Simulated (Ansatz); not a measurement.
Electronic density of states of amorphous Si24O51W, density 2.43 g/cm³, on a 2×2×2 Γ-centred mesh with a Gaussian width of 0.1 eV; energies count from the Fermi level, whose place inside the gap is arbitrary. Cell and mesh are small, so fine structure isn't converged. Calculation: PBE, scalar-relativistic without spin-orbit coupling (plane waves to 420 eV, PAW; Ansatz, a first-principles code). Sampling: a 2×2×2 Γ-centred mesh; Fermi-Dirac width 0.02 eV; no spin polarisation. At PBE the levels at both edges of the gap are localised (band-tail or defect states), and the nearest spread-out levels lie 5.5 eV apart at the zone centre.

It comes from a melt-quench run on a machine-learned potential (CHGNet), relaxed afterwards by DFT. O atoms were pushed apart under 1.9 Å during the dynamics, to hinder bonds among them. The hot cell started wider than the set density and was brought back towards it in steps. It is the lowest in DFT energy of 2 quenches. It is a model cell: composition and starting density were chosen by hand, and all elements were melted together. No dispersion term was used. Its density started from a set value of 2.43 and ended at 2.43 g/cm³. Cooling (nominally 400 K/ps over its main leg) ran many orders faster than in experiment, which tends to leave more defects and strain. One small periodic cell is one sample of the glass; other quenches scatter about these values. The volume was held where the preparation left it and the shape relaxed, at a PBE pressure of -0.3 GPa (tension).

```json
[
 {"E - EF (eV)": "-12.00", "states/(eV atom)": "0.06"},
 {"E - EF (eV)": "-11.90", "states/(eV atom)": "0.01"},
 {"E - EF (eV)": "-11.80", "states/(eV atom)": "0.00"},
 {"E - EF (eV)": "-11.70", "states/(eV atom)": "0.02"},
 {"E - EF (eV)": "-11.60", "states/(eV atom)": "0.09"},
 {"E - EF (eV)": "-11.50", "states/(eV atom)": "0.12"},
 {"E - EF (eV)": "-11.40", "states/(eV atom)": "0.10"},
 {"E - EF (eV)": "-11.30", "states/(eV atom)": "0.12"},
 {"E - EF (eV)": "-11.20", "states/(eV atom)": "0.16"},
 {"E - EF (eV)": "-11.10", "states/(eV atom)": "0.16"},
 {"E - EF (eV)": "-11.00", "states/(eV atom)": "0.17"},
 {"E - EF (eV)": "-10.90", "states/(eV atom)": "0.16"},
 {"E - EF (eV)": "-10.80", "states/(eV atom)": "0.16"},
 {"E - EF (eV)": "-10.70", "states/(eV atom)": "0.18"},
 {"E - EF (eV)": "-10.60", "states/(eV atom)": "0.17"},
 {"E - EF (eV)": "-10.50", "states/(eV atom)": "0.11"},
 {"E - EF (eV)": "-10.40", "states/(eV atom)": "0.13"},
 {"E - EF (eV)": "-10.30", "states/(eV atom)": "0.15"},
 {"E - EF (eV)": "-10.20", "states/(eV atom)": "0.16"},
 {"E - EF (eV)": "-10.10", "states/(eV atom)": "0.14"},
 {"E - EF (eV)": "-10.00", "states/(eV atom)": "0.16"},
 {"E - EF (eV)": "-9.90", "states/(eV atom)": "0.17"},
 {"E - EF (eV)": "-9.80", "states/(eV atom)": "0.19"},
 {"E - EF (eV)": "-9.70", "states/(eV atom)": "0.23"},
 {"E - EF (eV)": "-9.60", "states/(eV atom)": "0.27"},
 {"E - EF (eV)": "-9.50", "states/(eV atom)": "0.24"},
 {"E - EF (eV)": "-9.40", "states/(eV atom)": "0.19"},
 {"E - EF (eV)": "-9.30", "states/(eV atom)": "0.16"},
 {"E - EF (eV)": "-9.20", "states/(eV atom)": "0.20"},
 {"E - EF (eV)": "-9.10", "states/(eV atom)": "0.27"},
 {"E - EF (eV)": "-9.00", "states/(eV atom)": "0.26"},
 {"E - EF (eV)": "-8.90", "states/(eV atom)": "0.19"},
 {"E - EF (eV)": "-8.80", "states/(eV atom)": "0.19"},
 {"E - EF (eV)": "-8.70", "states/(eV atom)": "0.24"},
 {"E - EF (eV)": "-8.60", "states/(eV atom)": "0.26"},
 {"E - EF (eV)": "-8.50", "states/(eV atom)": "0.22"},
 {"E - EF (eV)": "-8.40", "states/(eV atom)": "0.23"},
 {"E - EF (eV)": "-8.30", "states/(eV atom)": "0.26"},
 {"E - EF (eV)": "-8.20", "states/(eV atom)": "0.30"},
 {"E - EF (eV)": "-8.10", "states/(eV atom)": "0.36"},
 {"E - EF (eV)": "-8.00", "states/(eV atom)": "0.39"},
 {"E - EF (eV)": "-7.90", "states/(eV atom)": "0.52"},
 {"E - EF (eV)": "-7.80", "states/(eV atom)": "0.63"},
 {"E - EF (eV)": "-7.70", "states/(eV atom)": "0.62"},
 {"E - EF (eV)": "-7.60", "states/(eV atom)": "0.56"},
 {"E - EF (eV)": "-7.50", "states/(eV atom)": "0.50"},
 {"E - EF (eV)": "-7.40", "states/(eV atom)": "0.40"},
 {"E - EF (eV)": "-7.30", "states/(eV atom)": "0.25"},
 {"E - EF (eV)": "-7.20", "states/(eV atom)": "0.13"},
 {"E - EF (eV)": "-7.10", "states/(eV atom)": "0.23"},
 {"E - EF (eV)": "-7.00", "states/(eV atom)": "0.26"},
 {"E - EF (eV)": "-6.90", "states/(eV atom)": "0.35"},
 {"E - EF (eV)": "-6.80", "states/(eV atom)": "0.41"},
 {"E - EF (eV)": "-6.70", "states/(eV atom)": "0.26"},
 {"E - EF (eV)": "-6.60", "states/(eV atom)": "0.17"},
 {"E - EF (eV)": "-6.50", "states/(eV atom)": "0.11"},
 {"E - EF (eV)": "-6.40", "states/(eV atom)": "0.18"},
 {"E - EF (eV)": "-6.30", "states/(eV atom)": "0.25"},
 {"E - EF (eV)": "-6.20", "states/(eV atom)": "0.26"},
 {"E - EF (eV)": "-6.10", "states/(eV atom)": "0.30"},
 {"E - EF (eV)": "-6.00", "states/(eV atom)": "0.36"},
 {"E - EF (eV)": "-5.90", "states/(eV atom)": "0.50"},
 {"E - EF (eV)": "-5.80", "states/(eV atom)": "0.56"},
 {"E - EF (eV)": "-5.70", "states/(eV atom)": "0.57"},
 {"E - EF (eV)": "-5.60", "states/(eV atom)": "0.55"},
 {"E - EF (eV)": "-5.50", "states/(eV atom)": "0.44"},
 {"E - EF (eV)": "-5.40", "states/(eV atom)": "0.53"},
 {"E - EF (eV)": "-5.30", "states/(eV atom)": "0.72"},
 {"E - EF (eV)": "-5.20", "states/(eV atom)": "0.69"},
 {"E - EF (eV)": "-5.10", "states/(eV atom)": "0.64"},
 {"E - EF (eV)": "-5.00", "states/(eV atom)": "0.71"},
 {"E - EF (eV)": "-4.90", "states/(eV atom)": "0.78"},
 {"E - EF (eV)": "-4.80", "states/(eV atom)": "0.78"},
 {"E - EF (eV)": "-4.70", "states/(eV atom)": "0.77"},
 {"E - EF (eV)": "-4.60", "states/(eV atom)": "0.76"},
 {"E - EF (eV)": "-4.50", "states/(eV atom)": "0.77"},
 {"E - EF (eV)": "-4.40", "states/(eV atom)": "0.78"},
 {"E - EF (eV)": "-4.30", "states/(eV atom)": "0.76"},
 {"E - EF (eV)": "-4.20", "states/(eV atom)": "0.78"},
 {"E - EF (eV)": "-4.10", "states/(eV atom)": "0.79"},
 {"E - EF (eV)": "-4.00", "states/(eV atom)": "0.81"},
 {"E - EF (eV)": "-3.90", "states/(eV atom)": "0.78"},
 {"E - EF (eV)": "-3.80", "states/(eV atom)": "0.82"},
 {"E - EF (eV)": "-3.70", "states/(eV atom)": "0.86"},
 {"E - EF (eV)": "-3.60", "states/(eV atom)": "0.91"},
 {"E - EF (eV)": "-3.50", "states/(eV atom)": "0.82"},
 {"E - EF (eV)": "-3.40", "states/(eV atom)": "0.73"},
 {"E - EF (eV)": "-3.30", "states/(eV atom)": "0.65"},
 {"E - EF (eV)": "-3.20", "states/(eV atom)": "0.59"},
 {"E - EF (eV)": "-3.10", "states/(eV atom)": "0.51"},
 {"E - EF (eV)": "-3.00", "states/(eV atom)": "0.57"},
 {"E - EF (eV)": "-2.90", "states/(eV atom)": "0.58"},
 {"E - EF (eV)": "-2.80", "states/(eV atom)": "0.43"},
 {"E - EF (eV)": "-2.70", "states/(eV atom)": "0.41"},
 {"E - EF (eV)": "-2.60", "states/(eV atom)": "0.40"},
 {"E - EF (eV)": "-2.50", "states/(eV atom)": "0.38"},
 {"E - EF (eV)": "-2.40", "states/(eV atom)": "0.36"},
 {"E - EF (eV)": "-2.30", "states/(eV atom)": "0.38"},
 {"E - EF (eV)": "-2.20", "states/(eV atom)": "0.23"},
 {"E - EF (eV)": "-2.10", "states/(eV atom)": "0.13"},
 {"E - EF (eV)": "-2.00", "states/(eV atom)": "0.16"},
 {"E - EF (eV)": "-1.90", "states/(eV atom)": "0.17"},
 {"E - EF (eV)": "-1.80", "states/(eV atom)": "0.14"},
 {"E - EF (eV)": "-1.70", "states/(eV atom)": "0.21"},
 {"E - EF (eV)": "-1.60", "states/(eV atom)": "0.30"},
 {"E - EF (eV)": "-1.50", "states/(eV atom)": "0.21"},
 {"E - EF (eV)": "-1.40", "states/(eV atom)": "0.12"},
 {"E - EF (eV)": "-1.30", "states/(eV atom)": "0.14"},
 {"E - EF (eV)": "-1.20", "states/(eV atom)": "0.08"},
 {"E - EF (eV)": "-1.10", "states/(eV atom)": "0.13"},
 {"E - EF (eV)": "-1.00", "states/(eV atom)": "0.08"},
 {"E - EF (eV)": "-0.90", "states/(eV atom)": "0.01"},
 {"E - EF (eV)": "-0.80", "states/(eV atom)": "0.00"},
 {"E - EF (eV)": "-0.70", "states/(eV atom)": "0.00"},
 {"E - EF (eV)": "-0.60", "states/(eV atom)": "0.00"},
 {"E - EF (eV)": "-0.50", "states/(eV atom)": "0.00"},
 {"E - EF (eV)": "-0.40", "states/(eV atom)": "0.00"},
 {"E - EF (eV)": "-0.30", "states/(eV atom)": "0.00"},
 {"E - EF (eV)": "-0.20", "states/(eV atom)": "0.00"},
 {"E - EF (eV)": "-0.10", "states/(eV atom)": "0.00"},
 {"E - EF (eV)": "0.00", "states/(eV atom)": "0.00"},
 {"E - EF (eV)": "0.10", "states/(eV atom)": "0.00"},
 {"E - EF (eV)": "0.20", "states/(eV atom)": "0.00"},
 {"E - EF (eV)": "0.30", "states/(eV atom)": "0.00"},
 {"E - EF (eV)": "0.40", "states/(eV atom)": "0.00"},
 {"E - EF (eV)": "0.50", "states/(eV atom)": "0.00"},
 {"E - EF (eV)": "0.60", "states/(eV atom)": "0.00"},
 {"E - EF (eV)": "0.70", "states/(eV atom)": "0.00"},
 {"E - EF (eV)": "0.80", "states/(eV atom)": "0.00"},
 {"E - EF (eV)": "0.90", "states/(eV atom)": "0.01"},
 {"E - EF (eV)": "1.00", "states/(eV atom)": "0.08"},
 {"E - EF (eV)": "1.10", "states/(eV atom)": "0.13"},
 {"E - EF (eV)": "1.20", "states/(eV atom)": "0.08"},
 {"E - EF (eV)": "1.30", "states/(eV atom)": "0.13"},
 {"E - EF (eV)": "1.40", "states/(eV atom)": "0.08"},
 {"E - EF (eV)": "1.50", "states/(eV atom)": "0.03"},
 {"E - EF (eV)": "1.60", "states/(eV atom)": "0.09"},
 {"E - EF (eV)": "1.70", "states/(eV atom)": "0.12"},
 {"E - EF (eV)": "1.80", "states/(eV atom)": "0.04"},
 {"E - EF (eV)": "1.90", "states/(eV atom)": "0.00"},
 {"E - EF (eV)": "2.00", "states/(eV atom)": "0.00"},
 {"E - EF (eV)": "2.10", "states/(eV atom)": "0.00"},
 {"E - EF (eV)": "2.20", "states/(eV atom)": "0.00"},
 {"E - EF (eV)": "2.30", "states/(eV atom)": "0.00"},
 {"E - EF (eV)": "2.40", "states/(eV atom)": "0.00"},
 {"E - EF (eV)": "2.50", "states/(eV atom)": "0.06"},
 {"E - EF (eV)": "2.60", "states/(eV atom)": "0.14"},
 {"E - EF (eV)": "2.70", "states/(eV atom)": "0.07"},
 {"E - EF (eV)": "2.80", "states/(eV atom)": "0.07"},
 {"E - EF (eV)": "2.90", "states/(eV atom)": "0.14"},
 {"E - EF (eV)": "3.00", "states/(eV atom)": "0.07"},
 {"E - EF (eV)": "3.10", "states/(eV atom)": "0.07"},
 {"E - EF (eV)": "3.20", "states/(eV atom)": "0.10"},
 {"E - EF (eV)": "3.30", "states/(eV atom)": "0.08"},
 {"E - EF (eV)": "3.40", "states/(eV atom)": "0.07"},
 {"E - EF (eV)": "3.50", "states/(eV atom)": "0.15"},
 {"E - EF (eV)": "3.60", "states/(eV atom)": "0.14"},
 {"E - EF (eV)": "3.70", "states/(eV atom)": "0.10"},
 {"E - EF (eV)": "3.80", "states/(eV atom)": "0.09"},
 {"E - EF (eV)": "3.90", "states/(eV atom)": "0.08"},
 {"E - EF (eV)": "4.00", "states/(eV atom)": "0.08"},
 {"E - EF (eV)": "4.10", "states/(eV atom)": "0.08"},
 {"E - EF (eV)": "4.20", "states/(eV atom)": "0.06"},
 {"E - EF (eV)": "4.30", "states/(eV atom)": "0.06"},
 {"E - EF (eV)": "4.40", "states/(eV atom)": "0.06"},
 {"E - EF (eV)": "4.50", "states/(eV atom)": "0.10"},
 {"E - EF (eV)": "4.60", "states/(eV atom)": "0.13"},
 {"E - EF (eV)": "4.70", "states/(eV atom)": "0.11"},
 {"E - EF (eV)": "4.80", "states/(eV atom)": "0.13"},
 {"E - EF (eV)": "4.90", "states/(eV atom)": "0.13"},
 {"E - EF (eV)": "5.00", "states/(eV atom)": "0.15"},
 {"E - EF (eV)": "5.10", "states/(eV atom)": "0.15"},
 {"E - EF (eV)": "5.20", "states/(eV atom)": "0.20"},
 {"E - EF (eV)": "5.30", "states/(eV atom)": "0.25"},
 {"E - EF (eV)": "5.40", "states/(eV atom)": "0.21"},
 {"E - EF (eV)": "5.50", "states/(eV atom)": "0.17"},
 {"E - EF (eV)": "5.60", "states/(eV atom)": "0.17"},
 {"E - EF (eV)": "5.70", "states/(eV atom)": "0.21"},
 {"E - EF (eV)": "5.80", "states/(eV atom)": "0.28"},
 {"E - EF (eV)": "5.90", "states/(eV atom)": "0.34"},
 {"E - EF (eV)": "6.00", "states/(eV atom)": "0.41"},
 {"E - EF (eV)": "6.10", "states/(eV atom)": "0.42"},
 {"E - EF (eV)": "6.20", "states/(eV atom)": "0.42"},
 {"E - EF (eV)": "6.30", "states/(eV atom)": "0.44"},
 {"E - EF (eV)": "6.40", "states/(eV atom)": "0.44"},
 {"E - EF (eV)": "6.50", "states/(eV atom)": "0.46"}
]
```

The gap between localised states on this mesh is 2.15 eV; the broadening fills part of it in the curve.
